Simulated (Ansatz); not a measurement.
Cu3N: response to strain

Start from Cu3N (space group Pm-3m, No. 221; a = 3.7209 Å). Axes: x, y, z lie along the cube axes.

Strains are applied to the cell and any free atomic positions relax.

Calculations: Ansatz (a quantum-chemistry and plane-wave program) LDA, no spin-orbit coupling.

Notes on the quantities. energy relative to the base: free energy F.

```
change                       energy relative to the base  volume per atom
---------------------------  ---------------------------  ---------------
base                                          0 meV/atom         12.88 Å³
tensor shear ε_xy = +1.00 %                   (withheld)         12.88 Å³
tensor shear ε_xy = +1.67 %                +0.9 meV/atom         12.87 Å³
tensor shear ε_xy = +1.33 %                +0.6 meV/atom         12.88 Å³
tensor shear ε_xy = +2.00 %                +1.3 meV/atom         12.87 Å³
tensor shear ε_xy = +0.67 %                +0.1 meV/atom         12.88 Å³
tensor shear ε_xy = +0.33 %                 0.0 meV/atom         12.88 Å³
```

Problem. Complete the table.

Solution. 
- tensor shear ε_xy = +1.00 %, energy relative to the base: +0.3 meV/atom

No phonon test of stability was made. All final runs are without spin polarisation.
